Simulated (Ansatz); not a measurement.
The reference is Rh in the fcc (Cu type) structure (space group Fm-3m, No. 225; a = 3.8301 Å).

The values are results of PBE in Ansatz (plane waves to 420 eV, PAW, no spin-orbit coupling), not measurements.

One change was made to it. Results:

| quantity | base | after |
|---|---|---|
| shortest interatomic distance | 2.708 Å | 2.693 Å |
| density | 12.17 g/cm³ | 12.37 g/cm³ |

Question: Which change produced these results?
A. pressure 30 GPa
B. pressure −1 GPa
C. pressure 4.5 GPa
D. pressure 22.5 GPa

Answer: C, pressure 4.5 GPa. For comparison, the shortest interatomic distance in the other runs: pressure −1 GPa gives 2.712 Å; pressure 30 GPa gives 2.626 Å; pressure 22.5 GPa gives 2.644 Å.

Load acts through the strain it causes; cell and atoms are relaxed under it. Whether these cells are dynamically stable was not tested. Competing high-pressure phases were not computed. The final runs are not spin-polarised.

Ansatz is an electronic-structure program.
